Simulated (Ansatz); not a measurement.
Base system: Ru in the hcp (Mg type) structure (space group P6_3/mmc, No. 194; a = 2.706 Å, c = 4.265 Å; relaxed with 0.1 eV smearing). Axes: x lies along a and z along c of the hexagonal cell.

Level of theory: DFT with r2SCAN, PAW potentials and a 500 eV plane-wave cutoff in Ansatz (a quantum-chemistry and plane-wave program), spin-orbit coupling left out, earlier PAW set.

Before the change:

Pressure: 0.0 GPa
Volume per atom: 13.52 Å³

It is then changed as follows: tensile biaxial strain of 1.38 % in the plane normal to [001], as in epitaxy on a mismatched substrate; the out-of-plane cell vector and the atoms relax.

**Question.** What happens to the pressure?

**Answer.** The pressure (mean of the normal stresses, compression positive) goes from zero to -5.9 GPa.

**Question.** What does the calculation give for the volume per atom after the change?

**Answer.** The volume per atom grows by 0.27 Å³ to 13.79 Å³.

Stability against distortions was not tested. All final runs are without spin polarisation.
